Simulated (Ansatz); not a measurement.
HfO2, pressure series

Base system: HfO$_{2}$ (space group P4_2/nmc, No. 137; a = 3.5770 Å, c = 5.2036 Å).

Cell and atoms are relaxed at each pressure.

All numbers come from Ansatz (a first-principles code), r2SCAN, PAW, cutoff 500 eV, without spin-orbit coupling, earlier PAW set.

```tsv
P (GPa)	V (Å³/atom)
-2.00	11.215
-1.00	11.155
0.30	11.079
0.70	11.057
1.50	11.012
3.01	10.933
5.01	10.832
7.51	10.714
10.01	10.604
```

Q: Fit a third-order Birch–Murnaghan equation of state.

A: Least squares on P(V) = (3B₀/2)[(V₀/V)^(7/3) − (V₀/V)^(5/3)]·[1 + (3/4)(B₀′ − 4)((V₀/V)^(2/3) − 1)] gives V₀ = 11.10 Å³/atom, B₀ = 194 GPa and B₀′ = 5.7.

Load acts through the strain it causes; cell and atoms are relaxed under it. Whether these cells are dynamically stable was not tested. Competing high-pressure phases were not computed. This is not the structure that HfO2 has at room temperature and ambient pressure.
